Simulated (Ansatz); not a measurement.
The starting structures come from a database of crystals and need not be the phases stable at ambient conditions.

Tunnelling through a barrier is set by its complex band structure: the current falls as exp(−2κd) with the smallest κ.

Input:

```
Ba2BiTaO6
1.0
    6.16694     0.00000     0.00000
    0.06009     8.63201     0.00000
   -3.05343     4.31601     3.05334
Ba Ta Bi O
2 1 1 6
Cartesian
  0.07059   6.48204   0.00000
  6.15644   2.14997   0.00000
  3.11351   4.31601   0.00000
  3.08347   0.00000   0.00000
 -1.34172   8.91600   1.63464
  4.51532   4.03201   1.41870
  1.46189   8.34802   1.63464
  1.71171   4.60000   1.41870
  3.49884   6.29394   0.00000
  2.72819   2.33807   0.00000
```

Space group of this cell: C2/m. The cell is taken as given; by r2SCAN its mean pressure is -4.2 GPa.

Transport runs along the normal of the first two printed cell vectors.

The gap is the functional's own, uncorrected, and κ follows it; spin-orbit coupling is left out. Mid-gap values are interpolated between the computed energies.

Task: Compute, with Ansatz (a program for electronic structure) with r2SCAN, the band gap and the smallest decay constant κ at mid-gap.

Result: Gap 2.89 eV on a 10×10×10 mesh; κ = 0.247 1/Å, at (0.500, 0.500) of the in-plane reciprocal vectors. At the zone centre, at the nearest computed energy, the slowest state has κ = 0.31 1/Å.
